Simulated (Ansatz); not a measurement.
**Sensitivity of a calculation on MgTa2N3 (Immm, 6 atoms in the cell) to its settings**

```
MgTa2N3
1.0
   -1.50775     2.11384     4.57224
    1.50775    -2.11384     4.57224
    1.50775     2.11384    -4.57224
Mg Ta N
1 2 3
Direct
  0.00000   0.00000   0.00000
  0.66738   0.66738   0.00000
  0.33262   0.33262   0.00000
  0.50000   0.00000   0.50000
  0.16060   0.66060   0.50000
  0.83940   0.33940   0.50000
```

Base run A: PBEsol, default PAW files made with PBE run with Ansatz (a first-principles code), self-consistent single point.

Its settings: kpoints.mp_grid.grid = 7 7 7; hamiltonian.xc = pbesol; hamiltonian.pseudopotentials = {kind: paw} (the program's default PAW files); scf.occupations.method = fermi_dirac; scf.occupations.width = 0.1 eV.

The starting cell comes from a database of computed structures (which also holds hypothetical and non-ambient phases and stackings), without a prior relaxation at this level. Its lattice was rescaled by a random factor within 2.5 % of one. Spin polarisation is off; with an odd number of electrons in the cell that forces a metal, and a magnetic state may lie lower. In the base run, with a pressure of about 15 GPa the cell is away from its equilibrium volume at this level. Ansatz's pressure includes its estimate of the finite-basis (Pulay) stress.

ΔF is the free energy per atom less that of run A. 

Run A gave: pressure (GPa) 14.74; largest force (eV/Å) 0.246.

Runs:
- B: scf.convergence.dr2_threshold: default (1e-07 eV) → 0.001 eV
- C: scf.occupations.width: 0.1 eV → 0.15 eV
- D: scf.occupations.method: fermi_dirac → cold; scf.occupations.width: 0.1 eV → 0.2 eV
- E: scf.eigensolver.kind: default (the program chose band_cg) → davidson
- F: scf.mixing.algorithm: default (the program chose MSR1) → broyden; scf.mixing.beta: default → 0.2
- G: scf.mixing.preconditioner: default (the program chose Kerker) → resta; scf.mixing.eps_inf: default → 3

**Question.** What does run C change against A?

**Answer.** The free energy drops by 5.3 meV/atom, the pressure goes from 14.74 to 14.84 GPa and the largest force moves little (0.246 to 0.244 eV/Å).

**Question.** What does run D change against A?

**Answer.** The free energy rises by 4.4 meV/atom, the pressure moves little (14.74 to 14.66 GPa) and the largest force hardly changes (0.246 to 0.252 eV/Å).

```tsv
run	ΔF (meV/atom)	pressure (GPa)	largest force (eV/Å)
A	0.00	14.74	0.246
B	0.00	14.74	0.246
C	-5.3	14.84	0.244
D	4.4	14.66	0.252
E	0.00	14.74	0.246
F	0.00	14.74	0.247
G	0.00	14.74	0.247
```

Keys are those of Ansatz 0.2.
